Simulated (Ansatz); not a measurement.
**MgO, response to strain**

Start from MgO in the rock salt structure (space group Fm-3m, No. 225; a = 4.2044 Å). Axes: x, y, z lie along the cube axes.

Strains are applied to the cell and any free atomic positions relax; under biaxial strain the out-of-plane vector relaxes too.

Method: r2SCAN (Ansatz, a quantum-chemistry and plane-wave program; PAW; 500 eV plane waves; scalar-relativistic without spin-orbit coupling).

Notes on the quantities. energy relative to the base: free energy F.

```csv
variant,electron mass,volume per atom,energy relative to the base
base,0.36 mₑ (at Γ),9.29 Å³,0 meV/atom
"biaxial strain −1.89 %, plane normal [001], relaxed out of plane","0.35 mₑ out of plane, 0.38 mₑ in plane (at Γ)",9.05 Å³,+7.8 meV/atom
"biaxial strain +2.82 %, plane normal [001], relaxed out of plane","0.38 mₑ out of plane, 0.34 mₑ in plane (at Γ)",9.66 Å³,+14 meV/atom
"biaxial strain −0.14 %, plane normal [111], relaxed out of plane",0.36 mₑ (at Γ),9.27 Å³,0.0 meV/atom
isotropic strain −0.63 %,0.37 mₑ (at Γ),9.12 Å³,+1.8 meV/atom
isotropic strain +2.68 %,0.34 mₑ (at Γ),10.06 Å³,+29 meV/atom
uniaxial strain ε_xx = −5.34 %,"0.42 mₑ along x, 0.36 mₑ across (at Γ)",8.79 Å³,+32 meV/atom
uniaxial strain ε_xx = +4.97 %,"0.33 mₑ along x, 0.36 mₑ across (at Γ)",9.75 Å³,+18 meV/atom
uniaxial strain ε_yy = −0.16 %,0.36 mₑ (at Γ),9.28 Å³,0.0 meV/atom
uniaxial strain ε_zz = +2.37 %,"0.35 mₑ along z, 0.36 mₑ across (at Γ)",9.51 Å³,+4.6 meV/atom
```

The levels and masses belong to the bands next to the band gap. Masses are band curvatures over ±0.01 Å⁻¹ around the edge. Stability against distortions was not tested.
